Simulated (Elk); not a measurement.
## Worked example: self-consistent single point of BaMg2Sb2 (P-3m1, 5 atoms in the cell) in Elk

Method: LDA (PW92), all-electron FP-LAPW, Elk's shipped species files, APW+lo basis with extra local orbitals (Elk).

The input file:

```
tasks
  0

tforce
  .true.

rgkmax
  8.0

gmaxvr
  18.0

lmaxapw
  10

lmaxo
  8

nxlo
  2

lorbcnd
  .true.

lradstp
  2

nrmtscf
  2.0

lmaxi
  4

stype
  0

swidth
  0.0001

maxscl
  100

scale
  1.889726125

avec
    4.7985402650   -0.0000000615    0.0000000000
   -2.3992700792    4.1556578013    0.0000000000
    0.0000000000    0.0000000000    8.2059000000

atoms
  3
  'Ba.in'
  1
  0.0000000000  0.0000000000  0.0000000000    0.0 0.0 0.0
  'Mg.in'
  2
  0.6666666667  0.3333333333  0.3766600000    0.0 0.0 0.0
  0.3333333333  0.6666666667  0.6233400000    0.0 0.0 0.0
  'Sb.in'
  2
  0.6666666667  0.3333333333  0.7305100000    0.0 0.0 0.0
  0.3333333333  0.6666666667  0.2694900000    0.0 0.0 0.0

ngridk
  6 6 3
```

Log, with long lists cut:

```
│ Elk code version 10.2.4 │

All units are atomic (Hartree, Bohr, etc.)

│ Ground-state run starting from atomic densities │

Lattice vectors :
   9.067926901     -0.1162181567E-06   0.000000000
  -4.533963350       7.853055114       0.000000000
   0.000000000       0.000000000       15.50690361

Unit cell volume      :    1104.261015
Brillouin zone volume :   0.2246300558

Muffin-tin inner radius fraction :   0.1000000000E-01

Nuclei treated as point charges

Species :    1 (Ba)
 parameters loaded from : Ba.in
 name : barium
 nuclear charge    :   -56.00000000
 electronic charge :    56.00000000
 atomic mass :    250331.8069
 muffin-tin radius :    2.800000000
 number of radial points in muffin-tin :   1399
 atomic positions (lattice), magnetic fields (Cartesian) :
   1 :   0.00000000  0.00000000  0.00000000    0.00000000  0.00000000  0.00000000

Species :    2 (Mg)
 parameters loaded from : Mg.in
 name : magnesium
 nuclear charge    :   -12.00000000
 electronic charge :    12.00000000
 atomic mass :    44305.30462
 muffin-tin radius :    2.200000000
 number of radial points in muffin-tin :    799
 atomic positions (lattice), magnetic fields (Cartesian) :
   1 :  -0.33333333  0.33333333  0.37666000    0.00000000  0.00000000  0.00000000
   2 :   0.33333333 -0.33333333 -0.37666000    0.00000000  0.00000000  0.00000000

Species :    3 (Sb)
 parameters loaded from : Sb.in
 name : antimony
 nuclear charge    :   -51.00000000
 electronic charge :    51.00000000
 atomic mass :    221954.9019
 muffin-tin radius :    2.600000000
 number of radial points in muffin-tin :   1199
 atomic positions (lattice), magnetic fields (Cartesian) :
   1 :  -0.33333333  0.33333333 -0.26949000    0.00000000  0.00000000  0.00000000
   2 :   0.33333333 -0.33333333  0.26949000    0.00000000  0.00000000  0.00000000

Total number of atoms per unit cell :    5

Spin treatment :
 spin-unpolarised

Number of Bravais lattice symmetries :   24
   [... lines left out ...]
 potential will be trimmed for |G| > 2 gkmax
Constant for pseudocharge density :   13
Radial integration step length :    2

G-vector grid sizes :     54    54    90
Number of G-vectors :   108677

Maximum angular momentum used for
 APW functions                      :   10
 outer part of muffin-tin           :    8
 inner part of muffin-tin           :    4

Total nuclear charge    :   -182.0000000
Total core charge       :    112.0000000
Total valence charge    :    70.00000000
Total excess charge     :    0.000000000
Total electronic charge :    182.0000000

Effective Wigner radius, rₛ :    1.131454900

Number of empty states         :   20
Total number of valence states :   55
Total number of core states    :  112

Conduction state local-orbitals added automatically
Total number of local-orbitals :  541

Exchange-correlation functional :      3     0     0
 Perdew-Wang/Ceperley-Alder, Phys. Rev. B 45, 13244 (1992)
 gradient requirement :    0
 local density approximation (LDA)

Smearing type :    0
 Gaussian
Smearing width :   0.1000000000E-03
Effective electronic temperature (K) :    31.57750248

Mixing type :    3
 Broyden mixing, J. Phys. A: Math. Gen. 17, L317 (1984)

Kohn-Sham potential initialised from atomic data
│ Self-consistent loop started │
│ Loop number : 1 │
 total energy                :     -21510.6514079
│ Loop number : 2 │
 total energy                :     -21510.3172237
RMS change in Kohn-Sham potential (target) :   0.6005456622E-01 (  0.1000000000E-05)
Absolute change in total energy (target)   :   0.3341841549     (  0.1000000000E-03)
│ Loop number : 3 │
 total energy                :     -21509.1553387
RMS change in Kohn-Sham potential (target) :   0.5671616013E-01 (  0.1000000000E-05)
Absolute change in total energy (target)   :    1.245431121     (  0.1000000000E-03)
│ Loop number : 4 │
 total energy                :     -21506.1434546
RMS change in Kohn-Sham potential (target) :   0.4793544479E-01 (  0.1000000000E-05)
Absolute change in total energy (target)   :    3.323241861     (  0.1000000000E-03)
│ Loop number : 5 │
 total energy                :     -21499.3874131
RMS change in Kohn-Sham potential (target) :   0.2981287748E-01 (  0.1000000000E-05)
Absolute change in total energy (target)   :    7.586851934     (  0.1000000000E-03)
   [... lines left out ...]
Absolute change in total energy (target)   :   0.6732680569E-02 (  0.1000000000E-03)
│ Loop number : 13 │
 total energy                :     -21488.6774774
RMS change in Kohn-Sham potential (target) :   0.4983374026E-06 (  0.1000000000E-05)
Absolute change in total energy (target)   :   0.1857879259E-02 (  0.1000000000E-03)
│ Loop number : 14 │
 total energy                :     -21488.6775180
RMS change in Kohn-Sham potential (target) :   0.2331737316E-06 (  0.1000000000E-05)
Absolute change in total energy (target)   :   0.4238215479E-03 (  0.1000000000E-03)
│ Loop number : 15 │
 total energy                :     -21488.6775165
RMS change in Kohn-Sham potential (target) :   0.2372637992E-07 (  0.1000000000E-05)
Absolute change in total energy (target)   :   0.1075329965E-03 (  0.1000000000E-03)
│ Loop number : 16 │
 total energy                :     -21488.6775140
RMS change in Kohn-Sham potential (target) :   0.1239927392E-07 (  0.1000000000E-05)
Absolute change in total energy (target)   :   0.2929244874E-04 (  0.1000000000E-03)
Convergence targets achieved

│ Loop number : 17 │

Energies :
 Fermi                       :     0.162095752280
 sum of eigenvalues          :     -13068.0370602
 electron kinetic            :      22746.1004873
 core electron kinetic       :      22052.9370502
 Coulomb                     :     -43681.0526438
 Coulomb potential           :     -35079.9002668
 nuclear-nuclear             :     -1572.70963840
 electron-nuclear            :     -49136.7857441
 Hartree                     :      7028.44273862
 Madelung                    :     -26141.1025104
 xc potential                :     -734.237280670
 exchange                    :     -536.724492067
 correlation                 :     -17.0008649589
 total energy                :     -21488.6775136

Density of states at Fermi energy :   0.8517046476E-05
 (states/Hartree/unit cell)

Estimated indirect band gap :   0.3034784275E-01
 from k-point      1 to k-point      4
Estimated direct band gap   :   0.4902965715E-01
 at k-point      1

Charges :
 core                        :    112.0000000
 valence                     :    70.00000000
 interstitial                :    9.072180148
 muffin-tins (core leakage)
  species :    1 (Ba)
   atom    1                 :    53.66153888     (  0.5438729517E-05)
  species :    2 (Mg)
   atom    1                 :    10.45324114     ( -0.8881784197E-15)
   atom    2                 :    10.45324114     ( -0.8881784197E-15)
  species :    3 (Sb)
   atom    1                 :    49.17989935     (  0.8135716760E-03)
   atom    2                 :    49.17989935     (  0.8135716760E-03)
 total in muffin-tins        :    172.9278199
 total calculated charge     :    181.9981500
 total charge                :    182.0000000
 error                       :   0.1850025127E-02

│ Self-consistent loop stopped │

Forces :
 species :    1 (Ba)
  atom :    1
   Hellmann-Feynman          :     0.00000000    0.00000000   -0.00000000
   IBS                       :    -0.00000000   -0.00000000    0.00000000
   total force               :    -0.00000000   -0.00000000    0.00000000
   total magnitude           :     0.00000000
 species :    2 (Mg)
  atom :    1
   Hellmann-Feynman          :     0.00000000    0.00000000   -0.00353962
   IBS                       :    -0.00000000   -0.00000000    0.00310205
   total force               :     0.00000000   -0.00000000   -0.00043757
   total magnitude           :     0.00043757
  atom :    2
   Hellmann-Feynman          :    -0.00000000   -0.00000000    0.00353962
   IBS                       :     0.00000000    0.00000000   -0.00310205
   total force               :    -0.00000000   -0.00000000    0.00043757
   total magnitude           :     0.00043757
 species :    3 (Sb)
  atom :    1
   Hellmann-Feynman          :    -0.00000000    0.00000000    0.03476183
   IBS                       :     0.00000000   -0.00000000   -0.03353151
   total force               :     0.00000000   -0.00000000    0.00123032
   total magnitude           :     0.00123032
  atom :    2
   Hellmann-Feynman          :    -0.00000000   -0.00000000   -0.03476183
   IBS                       :     0.00000000    0.00000000    0.03353151
   total force               :    -0.00000000    0.00000000   -0.00123032
   total magnitude           :     0.00123032
```

The run converged in 17 iterations. The count includes the last loop, which Elk runs after its targets are met.

The starting cell comes from a database of computed structures (which also holds hypothetical and non-ambient phases and stackings), without a prior relaxation at this level. Spin-orbit coupling is off. Values depend on the basis (sphere radii, cutoffs, local orbitals), which need not be converged.

Cost on one core of a shared machine: roughly 3 min.
